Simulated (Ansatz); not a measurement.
Some atoms of an NVE trajectory of composition SiGe, cell Si32Ge32, first heated far above this temperature, then brought to it [in the run: it was liquid; mean temperature 1954 K (target 1880 K); density 3.66 g/cm³]; time step 2.0 fs, velocity Verlet. The numbers are results of PBE (plane waves, PAW; Ansatz, a first-principles code), not measurements. On the run's last frame a denser k-mesh moved the forces by 0.078 eV/Å rms, the static pressure by 0.07 GPa and the free energy by 2 meV/atom, which is about how far such values are converged.

```tsv
atom	mass (u)	x y z (Å)	v (Å/fs)	F (eV/Å)
Si22	28.085	4.03557 16.36595 0.13471	0.011295 0.009499 0.002489	-0.4161 -0.6321 0.9527
Si23	28.085	2.27579 -3.63910 6.08798	0.008447 -0.003196 -0.012598	1.4489 -0.9386 -1.6059
Si26	28.085	0.05864 4.31807 3.05692	-0.011939 0.001861 -0.009477	0.5119 0.3219 -0.1484
Ge40	72.630	9.23223 -6.70209 4.10547	0.008009 -0.001176 -0.003817	-1.5744 0.0316 0.7853
Ge43	72.630	2.17445 3.02285 2.25297	-0.005295 0.000854 -0.000787	0.5025 0.6807 0.3119
Ge63	72.630	10.68443 2.33100 4.21951	0.006667 -0.000539 -0.003417	-0.0663 -0.9598 0.4669
```

Q: Give their positions one step later.

A: x' = x + vΔt + FΔt²/(2m), with 1 eV/(Å·u) = 0.0096485 Å/fs².
```json
[
 {"atom": "Si22", "x' y' z' (Å)": "4.05787 16.38451 0.14035"},
 {"atom": "Si23", "x' y' z' (Å)": "2.29368 -3.64614 6.06168"},
 {"atom": "Si26", "x' y' z' (Å)": "0.03511 4.32202 3.03786"},
 {"atom": "Ge40", "x' y' z' (Å)": "9.24783 -6.70443 4.09805"},
 {"atom": "Ge43", "x' y' z' (Å)": "2.16399 3.02474 2.25148"},
 {"atom": "Ge63", "x' y' z' (Å)": "10.69774 2.32966 4.21280"}
]
```
